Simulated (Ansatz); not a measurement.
HfPbO3 (Pm-3m, No. 221, 5 atoms in the cell; start mp-22535) was calculated with r²SCAN0 (PAW; Ansatz, an electronic-structure program).

Output (set-up and result lines):

```
WARN output.stress: scf.exx.energy_threshold = 1e-6 eV is looser than the 5e-8 eV advised for a stress under a hybrid functional (1e-8 eV for each atom of the …
Crystal: 5 atoms, lattice volume = 69.882 Å³
Basis set: ecut = 520 eV, 1863 PW (Γ), exchange–correlation on 96×96×96 points (27 copies of the dense FFT grid, shifted against one another)
Bands: 35, of which v1, the nominal top of the filled ones, is band 29 counted from 1 (28 counted from 0)
Symmetry: 48 space group operations
Space group: Pm-3m (ITA 221), of the structure as read, at distance tolerance 4.1e-5 Å
k-points: 20 of 216
Functional: x = r2scan, c = r2scan; τ floored in thin density (d = 2e-4 eV/Å³), warm-up for x = 0.75 r2scan + 0.25 exact, c = r2scan; τ floored in thin density (d = 2e-4 eV/Å³)
SCF iter   1: F=—  HF=-29365.423697 eV  |F-HF|=—  |Δ(HF+E_count)|=         —  Δρ=9.86e-3  dr2=6.96e-2  dr2_τ=2.31e-1
SCF iter   2: F=—  HF=-29365.469082 eV  |F-HF|=—  |Δ(HF+E_count)|=   4.54e-2  Δρ=5.58e-3  dr2=8.01e-3  dr2_τ=3.47e-3
  ...
Crystal: 5 atoms, lattice volume = 69.882 Å³
Initial density: handed on by an earlier stage of this run
Functional: x = 0.75 r2scan + 0.25 exact, c = r2scan; τ floored in thin density (d = 2e-4 eV/Å³)
Crystal: 5 atoms, lattice volume = 69.882 Å³
SCF 3 converged in 7 iterations: F = -29357.154433 eV  dr2 = 2.73e-10
Crystal: 5 atoms, lattice volume = 69.882 Å³
SCF iter   2: F=—  HF=-29357.154433 eV  |F-HF|=—  |Δ(HF+E_count)|=  5.28e-10  Δρ=1.60e-6  dr2=5.79e-10  dr2_τ=3.50e-11
SCF iter   3: F=-29357.154433 eV  HF=-29357.154433 eV  |F-HF|=3.27e-11  |Δ(HF+E_count)|=  7.64e-11  Δρ=2.61e-7  dr2=2.20e-10  dr2_τ=8.75e-12
SCF 4 converged in 3 iterations: F = -29357.154433 eV  dr2 = 2.20e-10
Free energy (F): -29357.154433 eV
Internal energy: -29357.154433 eV  (E = F + TS)
E sigma→0 (E₀):  -29357.154433 eV
Fermi energy:    12.559344 eV
--- Forces (eV/Å), atoms counted from 1 ---
  atom   1  Hf     0.00000000     0.00000000     0.00000000
  atom   2  Pb    -0.00000000    -0.00000000     0.00000000
  atom   3  O      0.00000000     0.00000000     0.00000000
  atom   4  O      0.00000000    -0.00000000     0.00000000
  atom   5  O      0.00000000    -0.00000000    -0.00000000
--- Stress (GPa, compression-positive) ---
       -0.463578      -0.000000       0.000000
       -0.000000      -0.463578       0.000000
        0.000000      -0.000000      -0.463578
  P = ⅓ Tr σ = -0.4636 GPa (-4.636 kbar)
```

Problem. Write an input file that could have produced this run (the log leaves some choices open).

Solution. This is not unique; one that fits is 
Ansatz 0.2 input:
```yaml
crystal:
  lattice:
    - [4.1189762937, 0.0, 0.0]
    - [0.0, 4.1189762937, 0.0]
    - [0.0, 0.0, 4.1189762937]
  atoms:
    - { symbol: Hf, position: [0.5, 0.5, 0.5] }
    - { symbol: Pb, position: [0.0, 0.0, 0.0] }
    - { symbol: O, position: [0.0, 0.5, 0.5] }
    - { symbol: O, position: [0.5, 0.0, 0.5] }
    - { symbol: O, position: [0.5, 0.5, 0.0] }
basis:
  ecutwfc: 520
  ecutrho_ratio: 4
  xc_grid: 3
kpoints:
  mp_grid: { grid: [6, 6, 6] }
hamiltonian:
  xc: r2scan0
  dispersion: none
  pseudopotentials: { kind: paw }
scf:
  occupations: { method: fermi_dirac, width: 0.01 }
  convergence: { dr2_threshold: 0.0000000005 }
output:
  forces: true
  stress: true
  eigenvalues: true
```

The PAW data were made under PBE.

Note: cell and atoms aren't relaxed at this level (pressure -0.5 GPa).

It cost very roughly 3 core-minutes of CPU time.

A start named mp-… is a Materials Project structure, which need not be a measured phase.
